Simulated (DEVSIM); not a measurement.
Device: GaN p-n junction from an implanted or diffused profile, at 300 K.

```tsv
layer (left to right)	material	thickness (μm)	Nd (cm⁻³)	τn (s)	τp (s)
1	GaN	3.20	3e15	1.5e-8	1.5e-8
```

Added acceptor profile: 1.7e18 cm⁻³ × exp(−(x − 0.066 μm)²/(2·(0.3 μm)²)). Left contact: ohmic. Right contact: ohmic. Voltage is applied to the left contact. Recombination: SRH at mid-gap, radiative, Auger. Mobility is constant in doping. Where it depends on doping, it is μmin + (μ − μmin)/(1 + (N/Nref)^α).

Constants are typed, rounded textbook-type inputs, not results; the design itself was drawn at random and stands for no fabricated device. Values at 300 K; Nc and Nv go as T^1.5, mobilities as T to minus their exponent, the gap by Varshni's rule with the affinity fixed. The table also holds parameters that only a changed run uses.

```
parameter             GaN
----------------  -------
gap (eV)             3.43
affinity (eV)         4.1
permittivity          9.5
Nc (cm⁻³)          2.3e18
Nv (cm⁻³)          4.6e19
μn (cm²/Vs)          1200
μp (cm²/Vs)           100
μn,min                 55
μp,min                  3
Nref,n               2e17
Nref,p               3e17
αn                      1
αp                      2
T exponent of μn      1.5
T exponent of μp        2
B (cm³/s)           1e-11
Cn (cm⁶/s)          1e-30
Cp (cm⁶/s)          1e-30
Varshni α (eV/K)  0.00091
Varshni β (K)         830
```

Simulated with DEVSIM: 1D drift-diffusion, Boltzmann statistics, complete ionisation; no tunnelling, impact ionisation, image-force lowering or self-heating.

Base results: potential step across the device at zero bias (V) 3.172; dark forward voltage at 100 A/cm² (V) 3.114; dark forward voltage at 1 A/cm² (V) 2.952.

What follows from this one change: minority lifetime in layer 1 1.5e-08 → 4.5e-09 s?

potential step across the device at zero bias little changed (3.172 V); dark forward voltage at 100 A/cm² little changed (3.113 V); dark forward voltage at 1 A/cm² 2.952 → 2.943 V.

What follows from this one change: straggle of the profile 0.3 → 0.09 μm?

potential step across the device at zero bias 3.172 → 3.166 V; dark forward voltage at 100 A/cm² 3.114 → 3.110 V; dark forward voltage at 1 A/cm² little changed (2.954 V).

What follows from this one change: temperature 300 → 250 K?

potential step across the device at zero bias 3.172 → 3.247 V; dark forward voltage at 100 A/cm² 3.114 → 3.194 V; dark forward voltage at 1 A/cm² 2.952 → 3.060 V.

What follows from this one change: doping-dependent mobility in place of the constant one?

potential step across the device at zero bias little changed (3.172 V); dark forward voltage at 100 A/cm² 3.114 → 3.128 V; dark forward voltage at 1 A/cm² little changed (2.954 V).
